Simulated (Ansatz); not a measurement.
Input:

```
CELL_PARAMETERS angstrom
      5.86605     0.00000     0.00000
      0.00000     5.86605     0.00000
      0.00000     0.00000     5.86605
ATOMIC_POSITIONS crystal
  I  0.50000 0.00000 0.50000
  Cl 0.00000 0.00000 0.00000
  I  0.50000 0.50000 0.00000
  I  0.00000 0.50000 0.50000
  Cu 0.76499 0.23501 0.76499
  Cu 0.23501 0.23501 0.23501
  Cu 0.76499 0.76499 0.23501
  Cu 0.23501 0.76499 0.76499
```

No spin polarisation.

All numbers come from r2SCAN (Ansatz, a first-principles code; PAW; 500 eV plane waves; spin-orbit coupling left out), earlier PAW set. Γ-centred 6×6×6 mesh, Fermi–Dirac width 0.05 eV.

Task: Predict the band gap, electron mass, hole mass and gap character.

Result: The band gap is 1.35 eV. The electron mass comes out as 0.21 mₑ (at Γ) and the hole mass (degenerate bands, along [100]) is 0.33, 0.89, 0.89 mₑ (at Γ). The gap character (in this cell's own zone, which can be folded) is direct at Γ.

These are small ordered cells, not random alloys; other orderings at the same x differ. Spin-orbit coupling, missing from the scalar runs, can matter with I. Effective masses come from finite differences of ±0.01 Å⁻¹. Whether these cells are dynamically stable was not tested. No Hubbard U is applied. All final runs are without spin polarisation. The cell was made from CuI by this change: x(Cl) = 0.25, 8 atoms, P-43m.
